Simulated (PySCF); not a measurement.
PySCF 2.14.0, B3LYP/def2-svpd, df: Cu(NMe2)(NH3) (C[N](C)[Cu]<-[NH3]), 14 atoms. The geometry is a generated start, not checked to be a minimum at this level.

```yaml
task: energy
method: b3lyp
basis: def2-svpd
two_electron_scheme: density fitting
mol.max_memory: 3000 MB
mf.max_cycle: 100
mf.init_guess: minao (default)
mf.DIIS: CDIIS (default)
mf.conv_tol: 1e-09 (default)
mf.grids.level: 3 (default)
basis_functions: 186
grid_points: 164952
```

```xyz
14

Cu    -0.8154    -0.2713    -0.7145
N      0.4214     0.1006     0.5558
C      0.4602     1.3054     1.3472
C      1.6567    -0.6229     0.7270
H      0.6732     1.0700     2.4049
H      1.2557     1.9961     1.0071
H     -0.4901     1.8367     1.3025
H      2.5254    -0.0486     0.3510
H      1.8465    -0.8253     1.7952
H      1.6305    -1.5739     0.1989
N     -2.1252    -0.6891    -2.0703
H     -2.6502     0.1546    -2.2873
H     -2.7518    -1.4100    -1.7193
H     -1.6369    -1.0224    -2.8981
```

Charge 0 and multiplicity 1 are set for this test and not shown to be the ground state.

One run each on 2 threads, 1 BLAS thread. Values of diis_space tried: 3, 5, 8 (default), 12, 20.

Task: Predict the course of the Fock builds along this series.

Result: Fewest Fock builds, within one of each other: 8 (default) with 14, 12 with 14, 20 with 14. The count rises to 28 at 3. All converge to one solution.

```tsv
diis_space	Fock builds	end
3	28	same solution
5	16	same solution
8 (default)	14	same solution
12	14	same solution
20	14	same solution
```
